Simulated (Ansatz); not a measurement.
Consider ZnS in the wurtzite structure (space group P6_3mc, No. 186; a = 3.806 Å, c = 6.245 Å).

Structures relaxed with Kohn–Sham DFT with the r2SCAN functional, run in Ansatz (a program for electronic structure) with PAW and 500 eV plane waves, without spin-orbit coupling.

Base:

Simulated powder pattern, Cu Kα1, λ = 1.54056 Å (kinematic, ideal powder, no thermal factors, no anomalous dispersion; the 10 strongest lines at most, above 2 %, up to 2θ = 90°):

```json
[
 {"2θ (°)": "27.03", "I/Imax (%)": "91", "hkl": "(100)"},
 {"2θ (°)": "28.56", "I/Imax (%)": "58", "hkl": "(002)"},
 {"2θ (°)": "30.64", "I/Imax (%)": "100", "hkl": "(101)"},
 {"2θ (°)": "39.73", "I/Imax (%)": "35", "hkl": "(102)"},
 {"2θ (°)": "47.75", "I/Imax (%)": "70", "hkl": "(110)"},
 {"2θ (°)": "51.91", "I/Imax (%)": "71", "hkl": "(103)"},
 {"2θ (°)": "56.59", "I/Imax (%)": "47", "hkl": "(112)"},
 {"2θ (°)": "57.81", "I/Imax (%)": "16", "hkl": "(201)"},
 {"2θ (°)": "73.19", "I/Imax (%)": "24", "hkl": "(203)"},
 {"2θ (°)": "82.53", "I/Imax (%)": "17", "hkl": "(105)"}
]
```

After one change:

Simulated powder pattern, Cu Kα1, λ = 1.54056 Å (kinematic, ideal powder, no thermal factors, no anomalous dispersion; the 10 strongest lines at most, above 2 %, up to 2θ = 90°):

| 2θ (°) | I/Imax (%) |
|---|---|
| 30.56 | 80 |
| 31.04 | 51 |
| 34.38 | 100 |
| 44.11 | 28 |
| 54.32 | 58 |
| 57.38 | 68 |
| 63.61 | 8.7 |
| 63.89 | 35 |
| 65.88 | 14 |
| 82.97 | 22 |

**Question.** Which change produced these results?
A) pressure 30 GPa
B) pressure 7 GPa
C) pressure 50 GPa
D) pressure 3 GPa

**Answer.** C, pressure 50 GPa. Its volume per atom is 14.20 Å³ against 19.59 Å³, and its space group is P6_3mc (No. 186).

Load acts through the strain it causes; cell and atoms are relaxed under it. No phonon test of stability was made. Tetrahedral semiconductors of this kind turn to denser phases somewhere between about 1 and 50 GPa; those were not computed, so compressed cells here can lie past the real transition.
